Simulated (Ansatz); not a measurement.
The starting structures come from a database of crystals and need not be the phases stable at ambient conditions.

Inside the gap of an insulator the Bloch states are evanescent, with a wavenumber k + iκ along the transport direction.

Consider the following.

```
CELL_PARAMETERS angstrom
      3.54721     0.00000     0.00000
      0.00000     7.26880    -0.01053
      0.00000     0.00621     6.31624
ATOMIC_POSITIONS crystal
  V  0.75000 0.27606 0.74459
  V  0.25000 0.72394 0.25541
  V  0.75000 0.09955 0.19616
  V  0.25000 0.90045 0.80384
  O  0.25000 0.19092 0.73925
  O  0.75000 0.80908 0.26075
  O  0.75000 0.29529 0.03837
  O  0.25000 0.70471 0.96163
  O  0.75000 0.17614 0.43934
  O  0.25000 0.82386 0.56066
  O  0.25000 0.03327 0.14699
  O  0.75000 0.96673 0.85301
  O  0.75000 0.48533 0.68200
  O  0.25000 0.51467 0.31800
```

The cell was relaxed by PBE-D3(BJ); by r2SCAN it stands under a pressure of -3.2 GPa.

Transport runs along the normal of the first two printed cell vectors.

The gap is the functional's own. No spin-orbit coupling. Mid-gap values are those at the computed energy nearest the middle.

Q: Predict the band gap and the smallest decay constant κ at mid-gap from r2SCAN in Ansatz (a quantum-chemistry and plane-wave program).

A: Gap 1.80 eV on a 8×4×6 mesh; κ = 0.374 1/Å, at the zone centre.
